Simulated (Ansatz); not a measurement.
We consider Bi4Te3 (R-3m, No. 166, 7 atoms in the cell; start COD 9011203), described by LDA in Ansatz (PAW).

Excerpt of the program's output:

```
Crystal: 7 atoms, lattice volume = 230.142 Å³
Basis set: ecut = 520 eV, 6225 PW (Γ), FFT grids on a1−a3, a2−a3, a3, exchange–correlation on 72×72×216 points (8 copies of the dense FFT grid, shifted against one another)
Bands: 65, of which v1, the nominal top of the filled ones, is band 54 counted from 1 (53 counted from 0)
Symmetry: 12 space group operations
Space group: R-3m (ITA 166), of the structure as read, at distance tolerance 6.1e-5 Å
k-points: 116 of 1000
Functional: x = slater, c = lda
SCF iter   1: F=—  HF=-68826.167652 eV  |F-HF|=—  |Δ(HF+E_count)|=         —  Δρ=4.06e-3  dr2=3.80e-2
SCF iter   2: F=—  HF=-68826.158348 eV  |F-HF|=—  |Δ(HF+E_count)|=   9.30e-3  Δρ=2.13e-3  dr2=7.66e-3
  ...
SCF iter   7: F=—  HF=-68826.156486 eV  |F-HF|=—  |Δ(HF+E_count)|=   5.01e-9  Δρ=1.70e-6  dr2=8.26e-9
SCF iter   8: F=-68826.156486 eV  HF=-68826.156486 eV  |F-HF|=1.16e-10  |Δ(HF+E_count)|=  1.02e-10  Δρ=3.33e-7  dr2=4.09e-10
SCF 1 converged in 8 iterations: F = -68826.156486 eV  dr2 = 4.09e-10
SCF converged after 8 iterations
Free energy (F): -68826.156486 eV
Internal energy: -68826.156482 eV  (E = F + TS)
E sigma→0 (E₀):  -68826.156484 eV
Fermi energy:    9.924243 eV
--- Forces (eV/Å), atoms counted from 1 ---
  atom   1  Bi    -0.00000000     0.00000000     0.00127055
  atom   2  Bi     0.00000000    -0.00000000    -0.00127055
  atom   3  Bi    -0.00000000    -0.00000000    -0.00043585
  atom   4  Bi     0.00000000     0.00000000     0.00043585
  atom   5  Te    -0.00000000    -0.00000000     0.00000000
  atom   6  Te     0.00000000    -0.00000000    -0.00108623
  atom   7  Te    -0.00000000     0.00000000     0.00108623
--- Stress (GPa, compression-positive) ---
       -0.001874       0.000000       0.000000
        0.000000      -0.001874      -0.000000
        0.000000      -0.000000      -0.002008
  P = ⅓ Tr σ = -0.0019 GPa (-0.019 kbar)
```

Question: Write an input file that could have produced this run (the log leaves some choices open).

Answer: One answer among several that fit: 
Ansatz 0.2 input:
```yaml
crystal:
  lattice:
    - [2.2046440185, 1.2728518176, 13.6687146544]
    - [-2.2046440185, 1.2728518176, 13.6687146544]
    - [0.0, -2.5457036351, 13.6687146544]
  atoms:
    - { symbol: Bi, position: [0.7143831133, 0.7143831133, 0.7143831133] }
    - { symbol: Bi, position: [0.2856168867, 0.2856168867, 0.2856168867] }
    - { symbol: Bi, position: [0.1465659615, 0.1465659615, 0.1465659615] }
    - { symbol: Bi, position: [0.8534340385, 0.8534340385, 0.8534340385] }
    - { symbol: Te, position: [0.0, 0.0, 0.0] }
    - { symbol: Te, position: [0.4224234423, 0.4224234423, 0.4224234423] }
    - { symbol: Te, position: [0.5775765577, 0.5775765577, 0.5775765577] }
basis:
  ecutwfc: 520
  ecutrho_ratio: 4
  xc_grid: 2
kpoints:
  mp_grid: { grid: [10, 10, 10] }
  band_path:
    path:
      - [0.0, 0.0, 0.0]
      - [0.5, 0.5, 0.5]
      - [0.536395, 0.463605, 0.5]
      - [0.572789, 0.427211, 0.5]
      - [0.609184, 0.390816, 0.5]
      - [0.645579, 0.354421, 0.5]
      - [0.681973, 0.318027, 0.5]
      - [0.718368, 0.281632, 0.5]
      - [0.754763, 0.245237, 0.5]
      - [0.791158, 0.208842, 0.5]
      - [0.827552, 0.172448, 0.5]
      - [0.5, -0.172448, 0.172448]
      - [0.5, -0.129336, 0.129336]
      - [0.5, -0.086224, 0.086224]
      - [0.5, -0.043112, 0.043112]
      - [0.5, 0.0, 0.0]
      - [0.4375, 0.0, 0.0]
      - [0.375, 0.0, 0.0]
      - [0.3125, 0.0, 0.0]
      - [0.25, 0.0, 0.0]
      - [0.1875, 0.0, 0.0]
      - [0.125, 0.0, 0.0]
      - [0.0625, 0.0, 0.0]
      - [0.037358, -0.037358, 0.0]
      - [0.074716, -0.074716, 0.0]
      - [0.112075, -0.112075, 0.0]
      - [0.149433, -0.149433, 0.0]
      - [0.186791, -0.186791, 0.0]
      - [0.224149, -0.224149, 0.0]
      - [0.261507, -0.261507, 0.0]
      - [0.298866, -0.298866, 0.0]
      - [0.336224, -0.336224, 0.0]
      - [0.663776, 0.0, 0.336224]
      - [0.622832, 0.0, 0.377168]
      - [0.581888, 0.0, 0.418112]
      - [0.540944, 0.0, 0.459056]
      - [0.5, 0.0, 0.5]
      - [0.4375, 0.0, 0.4375]
      - [0.375, 0.0, 0.375]
      - [0.3125, 0.0, 0.3125]
      - [0.25, 0.0, 0.25]
      - [0.1875, 0.0, 0.1875]
      - [0.125, 0.0, 0.125]
      - [0.0625, 0.0, 0.0625]
    npoints: 1
hamiltonian:
  xc: lda
  dispersion: none
  pseudopotentials: { kind: paw }
scf:
  occupations: { method: fermi_dirac, width: 0.01 }
  convergence: { dr2_threshold: 0.0000000007 }
output:
  forces: true
  stress: true
  eigenvalues: true
  write_bands: true
```

The PAW data were made under PBE.

Note: the relaxation could not lower the start's symmetry, so a distorted cell can lie lower.

Ansatz is a program for electronic structure.
